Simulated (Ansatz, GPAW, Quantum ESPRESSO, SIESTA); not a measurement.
# Mg6TiCo (P1, 8 atoms in the cell) computed with different codes at matched settings

Self-consistent single point, at a second geometry (atoms moved at random). First geometry:

```
CELL_PARAMETERS angstrom
      4.71661     0.00000     0.00000
      0.00000     3.01837     5.49984
      0.00000    -3.01837     5.49984
ATOMIC_POSITIONS crystal
  Mg 0.00000 0.82406 0.34412
  Mg 0.00000 0.34412 0.82406
  Mg 0.00000 0.32897 0.32897
  Mg 0.50000 0.68208 0.16122
  Mg 0.50000 0.16122 0.68208
  Mg 0.50000 0.16700 0.16700
  Ti 0.50000 0.69253 0.69253
  Co 0.00000 0.80003 0.80003
```

Second geometry:
```
CELL_PARAMETERS angstrom
      4.71661     0.00000     0.00000
      0.00000     3.01837     5.49984
      0.00000    -3.01837     5.49984
ATOMIC_POSITIONS crystal
  Mg 0.00513 0.83742 0.33260
  Mg 0.99892 0.33944 0.82980
  Mg 0.00983 0.32536 0.33122
  Mg 0.49116 0.68373 0.15449
  Mg 0.49330 0.16460 0.68970
  Mg 0.50157 0.15613 0.17036
  Ti 0.50598 0.69103 0.69170
  Co 0.99410 0.80230 0.80014
```

Shared settings, as Ansatz (a first-principles code) writes them: kpoints.mp_grid.grid = 4 3 3; scf.occupations.method = gaussian; scf.occupations.width = 0.1 eV. Potentials and cutoffs stand in the table.

```json
[
 {"code": "SIESTA", "model": "GGA PBEsol, numerical atomic orbitals DZP, PseudoDojo PBEsol standard norm-conserving potentials (rewritten from UPF to PSML)", "ΔF from the first geometry (meV/atom)": "11.1", "pressure (GPa)": "0.19", "largest force (eV/Å)": "–", "cutoff": "grid 400 Ry"},
 {"code": "Ansatz", "model": "PBEsol, PAW files made with PBE", "ΔF from the first geometry (meV/atom)": "9.9", "pressure (GPa)": "-2.10", "largest force (eV/Å)": "0.613", "cutoff": "420 eV"},
 {"code": "GPAW", "model": "PBEsol, GPAW PAW datasets PBEsol (made by gpaw-setup)", "ΔF from the first geometry (meV/atom)": "9.9", "pressure (GPa)": "-2.06", "largest force (eV/Å)": "0.614", "cutoff": "850 eV"},
 {"code": "Quantum ESPRESSO", "model": "PBEsol, GBRV 1.5 ultrasoft (PBESOL) pseudopotentials", "ΔF from the first geometry (meV/atom)": "10.0", "pressure (GPa)": "-2.21", "largest force (eV/Å)": "0.613", "cutoff": "50 Ry"}
]
```

Size of the force on each atom (eV/Å): Sizes of forces hide their directions.

| code | Mg1 | Mg2 | Mg3 | Mg4 | Mg5 | Mg6 | Ti7 | Co8 |
|---|---|---|---|---|---|---|---|---|
| Ansatz | 0.613 | 0.420 | 0.336 | 0.293 | 0.379 | 0.356 | 0.261 | 0.229 |
| GPAW | 0.614 | 0.419 | 0.338 | 0.292 | 0.382 | 0.359 | 0.270 | 0.229 |
| Quantum ESPRESSO | 0.613 | 0.421 | 0.336 | 0.292 | 0.380 | 0.356 | 0.266 | 0.233 |

A dash marks a value that a program does not give, or that is left out as unsure.

On Ansatz's run: spin polarisation is off.

The spread over the programs that give each value: ΔF from the first geometry within 1.2 meV/atom; pressure within 2.40 GPa; largest force within 0.001 eV/Å.

SIESTA uses small atom-centred bases, whose incompleteness enters pressures, forces and empty levels differently from a plane-wave cutoff. Ansatz's pressure is given at a fixed set of plane waves, as the other plane-wave codes print theirs. In the pressure, SIESTA (by 2.29) lies more than 1 GPa from the median of the plane-wave programs.

The shared mesh is coarse (it stands for a supercell whose shortest vector is 18 Å), so the values are not converged in it.

The starting cell comes from a database of computed structures (which also holds hypothetical and non-ambient phases and stackings), without a prior relaxation at this level. For this run, on top of that: atoms moved at random.

Left out of this page: CP2K (unsound by tests on forces, stress, charge or solver warnings).

Keys are those of Ansatz 0.2.
